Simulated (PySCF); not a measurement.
PySCF 2.14.0, B3LYP/def2-svpd, df: Mg(Cl)(OH)(OH2)2 ([OH][Mg](<-[OH2])(<-[OH2])[Cl]), 10 atoms. The geometry is a generated start, not checked to be a minimum at this level.

```yaml
task: energy
method: b3lyp
basis: def2-svpd
two_electron_scheme: density fitting
mol.max_memory: 3000 MB
mf.max_cycle: 100
mf.init_guess: minao (default)
mf.conv_tol: 1e-09 (default)
mf.grids.level: 3 (default)
basis_functions: 157
grid_points: 128752
```

```xyz
10

Mg     0.3783    -0.0601     0.3689
Cl     0.9900     1.5929    -1.0980
O      1.2825    -1.5030     0.5526
H      1.8461    -1.9771     1.1489
O     -0.8560    -0.8115    -1.1380
H     -0.4485    -1.6706    -1.2917
H     -0.3746    -0.1839    -1.7030
O     -0.7425     1.2845     1.2588
H     -1.6628     1.5230     1.4020
H     -0.4125     1.8059     0.4994
```

With the defaults (mf.DIIS = CDIIS, mf.diis = true, mf.damp = 0, mf.diis_start_cycle = 1, mf.diis_space = 8, mf.level_shift = 0, newton = off) it converges in 13 Fock builds. One run each on 2 threads, 1 BLAS thread, with these changes:
- mf.diis_space = 3
- mf.diis = false, mf.damp = 0.7, mf.diis_start_cycle = 999
- newton = Hessian by the SCF's own integrals
- mf.damp = 0.3, mf.diis_start_cycle = 4
- mf.level_shift = 1 Hartree
- mf.DIIS = ADIIS
- mf.diis = false
- mf.DIIS = EDIIS
- mf.damp = 0.7, mf.diis_start_cycle = 8

Q: Name the settings that don't reach the solution of the defaults.

A: No convergence: mf.DIIS = EDIIS; mf.diis = false (the run ends without SCF convergence in 100 cycles). The rest reach the solution of the defaults.

| setting | Fock builds | end |
|---|---|---|
| the defaults | 13 | same solution |
| mf.damp = 0.7, mf.diis_start_cycle = 8 | 15 | same solution |
| mf.damp = 0.3, mf.diis_start_cycle = 4 | 16 | same solution |
| mf.diis_space = 3 | 18 | same solution |
| mf.DIIS = ADIIS | 20 | same solution |
| mf.diis = false, mf.damp = 0.7, mf.diis_start_cycle = 999 | 27 | same solution |
| mf.level_shift = 1 Hartree | 35 | same solution |
| newton = Hessian by the SCF's own integrals | 37 | same solution |
| mf.DIIS = EDIIS | 101 | no convergence |
| mf.diis = false | 101 | no convergence |

Under newton the count holds the products with the orbital Hessian.
